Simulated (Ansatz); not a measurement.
An Ansatz (an electronic-structure program) run: WSe2 with a change (biaxial strain +0.92 %, plane normal [001], relaxed out of plane); PBE-D3(BJ), PAW, 420 eV (Ansatz; spin-orbit coupling left out), earlier PAW set.

Input:

Ansatz 0.2 input:
```yaml
crystal:
  lattice:
    - [3.3091531005, 0, 0]
    - [1.6545765503, 2.8658106501, 0]
    - [0, 0, 12.7270066573]
  atoms:
    - { symbol: W, position: [0.3333333333, 0.3333333333, 0.25] }
    - { symbol: W, position: [0.6666666667, 0.6666666667, 0.75] }
    - { symbol: Se, position: [0.3333333333, 0.3333333333, 0.6182701395] }
    - { symbol: Se, position: [0.6666666667, 0.6666666667, 0.1182701395] }
    - { symbol: Se, position: [0.6666666667, 0.6666666667, 0.3817298605] }
    - { symbol: Se, position: [0.3333333333, 0.3333333333, 0.8817298605] }
basis: { ecutwfc: 420, ecutrho_ratio: 4, xc_grid: 2, fft_grid_basis: typed }
kpoints: { mp_grid: { grid: [12, 12, 3] } }
hamiltonian:
  xc: pbe
  dispersion: d3bj
  pseudopotentials: { azcp: { folder: ./paw }, kind: paw }
scf: { occupations: { method: fermi_dirac, width: 0.05 } }
relax: { f_tol: 0.005, max_steps: 50, cell: { stress_tol: 0.01, fix: [a, b, gamma] } }
output: { forces: true, stress: true }
checkpoint: { write: state.ck, write_every: 1000 }
```

Output (explanatory and most iteration lines left out):

```
Relaxation: its limit of steps is 50 (relax.max_steps)
Pseudopotential: W, paw, valence charge 14
Pseudopotential: Se, paw, valence charge 16
Crystal: 6 atoms, lattice volume = 120.695 Å³
Basis set: ecut = 420 eV, 2371 PW (Γ), exchange–correlation on 48×48×180 points (8 copies of the dense FFT grid, shifted against one another)
Bands: 56, of which v1, the nominal top of the filled ones, is band 46 counted from 1 (45 counted from 0)
Symmetry: 24 space group operations
Space group: P63/mmc (ITA 194), of the structure as read, at distance tolerance 4.9e-5 Å
k-points: 38 of 432
Functional: x = pbe(κ = 0.804, μ = 0.2195149727645171), c = pbe(β = 0.06672455060314922)
SCF iter   1: F=—  HF=-42655.166338 eV  |F-HF|=—  |Δ(HF+E_count)|=         —  Δρ=3.56e-2  dr2=5.00e0  ethr=3.10e-3  ⟨swp⟩=6.5  Hψ=7658  notcnv=0
SCF iter   2: F=—  HF=-42654.446430 eV  |F-HF|=—  |Δ(HF+E_count)|=   7.20e-1  Δρ=2.22e-2  dr2=7.99e-1  ethr=3.10e-3  ⟨swp⟩=2.6  Hψ=2930  notcnv=0  defer=83
SCF 1 converged in 9 iterations: F = -42654.230947 eV  dr2 = 6.04e-8
relax step   1: F+E_penalty+E_count = -42654.23094731 eV  Δ(F+E_penalty+E_count) = +0.000e0 eV  max|allowed force component| = 6.784e-2 eV/Å  Δτ_max = 0.0000 Å  P = -1.666 GPa  Ω = 120.695 Å³  fix = [a, b, gamma]  reactions: a -2.267, b -2.267 GPa  (9 SCF iters, dr2 threshold 1.00e-7 eV, accepted)
[... steps on the carried basis left out ...]
relax step   3: F+E_penalty+E_count = -42654.23145632 eV  Δ(F+E_penalty+E_count) = -5.090e-4 eV  max|allowed force component| = 4.612e-4 eV/Å  Δτ_max = 0.0053 Å  P = -1.383 GPa  Ω = 120.822 Å³  energy of the carried Pulay correction = -3.062e-5 eV  fix = [a, b, gamma]  reactions: a -2.073, b -2.073 GPa  (10 SCF iters, accepted)
Crystal: 6 atoms, lattice volume = 120.822 Å³
SCF iter   1: F=—  HF=-42654.231455 eV  |F-HF|=—  |Δ(HF+E_count)|=         —  Δρ=5.61e-5  dr2=7.91e-8  ethr=1.22e-7  ⟨swp⟩=3.5  Hψ=12724  notcnv=0
SCF iter   2: F=—  HF=-42654.231472 eV  |F-HF|=—  |Δ(HF+E_count)|=   1.68e-5  Δρ=2.84e-5  dr2=2.06e-8  ethr=8.59e-11  ⟨swp⟩=2.8  Hψ=4811  notcnv=0
SCF 4 converged in 6 iterations: F = -42654.231484 eV  dr2 = 1.00e-12
SCF converged after 6 iterations
Free energy (F): -42654.231484 eV
Internal energy: -42654.231481 eV  (E = F + TS)
E sigma→0 (E₀):  -42654.231482 eV
Entropy (-TS):   -0.000003 eV (-0.000 meV/atom)
Fermi energy:    13.175727 eV
  E_disp       = -2.811775  (pairwise vdW)
--- Forces (eV/Å), atoms counted from 1 ---
  atom   1  W      0.00000000    -0.00000000     0.00000000
  atom   2  W      0.00000000     0.00000000    -0.00000000
  atom   3  Se     0.00000000    -0.00000000     0.00046175
  atom   4  Se     0.00000000     0.00000000     0.00046175
  atom   5  Se    -0.00000000     0.00000000    -0.00046175
  atom   6  Se     0.00000000    -0.00000000    -0.00046175
--- Stress (GPa, compression-positive) ---
       -2.073546       0.000000       0.000000
        0.000000      -2.073546      -0.000000
        0.000000      -0.000000       0.000056
  P = ⅓ Tr σ = -1.3823 GPa (-13.823 kbar)
--- Relaxed structure (3 steps of the walk, 2 accepted, 1 SCFs on fresh bases) ---
  cell:  # Å, volume = 120.8217 Å³
    - [3.309153100531731, -2.8867550901333322e-11, 6.408555211037733e-20]
    - [1.6545765502908656, 2.865810650058086, 3.2042776055673173e-20]
    - [2.4647310764027836e-19, 1.611956222912185e-33, 12.740326851648708]
  atoms:
    - { symbol: W, position: [0.33333333333333326, 0.3333333333333333, 0.25000000000000006] }
    - { symbol: W, position: [0.6666666666666665, 0.6666666666666666, 0.7500000000000001] }
    - { symbol: Se, position: [0.33333333333333326, 0.3333333333333333, 0.6186849606584263] }
    - { symbol: Se, position: [0.6666666666666665, 0.6666666666666666, 0.11868496065842615] }
    - { symbol: Se, position: [0.6666666666666665, 0.6666666666666666, 0.3813150393415739] }
    - { symbol: Se, position: [0.33333333333333326, 0.3333333333333333, 0.8813150393415741] }
```

With W present, leaving out spin-orbit coupling can change the band edges. Stability against distortions was not tested. The cell was made from WSe2 in the 2H-MoS2 type structure (space group P6_3/mmc, No. 194; layered, stacked along the Cartesian z axis) by this change: biaxial strain +0.92 %, plane normal [001], relaxed out of plane.
